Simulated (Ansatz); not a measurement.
# ZnSe: pressure series

Consider ZnSe in the zinc blende structure (space group F-43m, No. 216; a = 5.733 Å).

Cell and atoms are relaxed at each pressure.

Calculations: PBE in Ansatz (plane waves to 420 eV, PAW, no SOC), earlier PAW set.

Base values:

```
Item        Value
--------  -------
Band gap  1.15 eV
```

The aim is a band gap between 0.96 eV and 1.03 eV. Which of these changes reaches it?
(A) pressure −2 GPa
(B) pressure 3 GPa
(C) pressure 10 GPa
(D) pressure 0.3 GPa
(E) pressure 7.5 GPa

A, pressure −2 GPa. It gives 1.00 eV; pressure 10 GPa gives 1.68 eV; pressure 7.5 GPa gives 1.57 eV; pressure 0.3 GPa gives 1.17 eV; pressure 3 GPa gives 1.34 eV. Changes not listed may reach it too

Load acts through the strain it causes; cell and atoms are relaxed under it. Whether these cells are dynamically stable was not tested. Tetrahedral semiconductors of this kind turn to denser phases somewhere between about 1 and 50 GPa; those were not computed, so compressed cells here can lie past the real transition.

Ansatz is an electronic-structure program.
